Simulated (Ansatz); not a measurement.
For InAs (model structure, started from the BN type, Pm-3n, No. 223, 12 atoms in the cell), LDA (Ansatz, an electronic-structure program, PAW) gives:

| Property | Result |
|---|---|
| equilibrium lattice constant a | 7.428 Å |
| cohesive energy | 3.57 eV/atom |

Q: What does r²SCAN in Ansatz (PAW) give for the same quantities?

A: 
- lattice constant a: 7.525 Å (increases by 1.3 %)
- cohesive energy: 2.86 eV/atom (drops by 0.71 eV/atom)

Changes are worked out from the printed values.

Unless a cell is named, each level is at its own relaxed cell (LDA 34.15, r²SCAN 35.50 Å³/atom).

Levels without +SOC leave out spin–orbit coupling, which shifts energies and cells of such heavy elements.

Ansatz's density-functional and Hartree–Fock values are scalar-relativistic unless marked +SOC, with PAW data made under PBE.

A model structure was made by putting elements into a prototype or built by hand; it is no filed structure, need not be a known phase, and can be a saddle point held by its symmetry.
